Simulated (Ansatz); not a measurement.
End structure of the (321) surface of bcc W in its 1x1 cell, outermost plane spacing 0.85 Å in the ideal cut:

```yaml
crystal:
  lattice:
    - [2.75768, 0.00000, 0.00000]
    - [-0.91923, 6.87885, 0.00000]
    - [0.00000, 0.00000, 26.50000]
  atoms:
    - { symbol: W, position: [0.81718, 0.36584, 0.31412] }
    - { symbol: W, position: [0.59468, 0.71595, 0.34316] }
    - { symbol: W, position: [0.35137, 0.07095, 0.36998] }
    - { symbol: W, position: [0.14261, 0.42850, 0.40377] }
    - { symbol: W, position: [0.92152, 0.78658, 0.43551] }
    - { symbol: W, position: [0.70533, 0.14167, 0.46715] }
    - { symbol: W, position: [0.50000, 0.50000, 0.50000] }
    - { symbol: W, position: [0.29467, 0.85833, 0.53285] }
    - { symbol: W, position: [0.07848, 0.21342, 0.56449] }
    - { symbol: W, position: [0.85739, 0.57150, 0.59623] }
    - { symbol: W, position: [0.64863, 0.92905, 0.63002] }
    - { symbol: W, position: [0.40532, 0.28405, 0.65684] }
    - { symbol: W, position: [0.18282, 0.63416, 0.68588] }
```

Slab: 13 atoms, 10.2 Å thick at the start (thin: gaps and levels are the slab's own); k 14x6x1, smearing 0.1 eV, dipole-corrected; all atoms relaxed; start symmetry kept, larger cells not searched; no spin, no spin-orbit, no U.

Question: Predict the work function of the top face from Ansatz (a program for electronic structure) with PBE.

Answer: 4.42 eV

Question: What surface energy (mean of both faces) does PBE give?

Answer: 3.51 J/m²
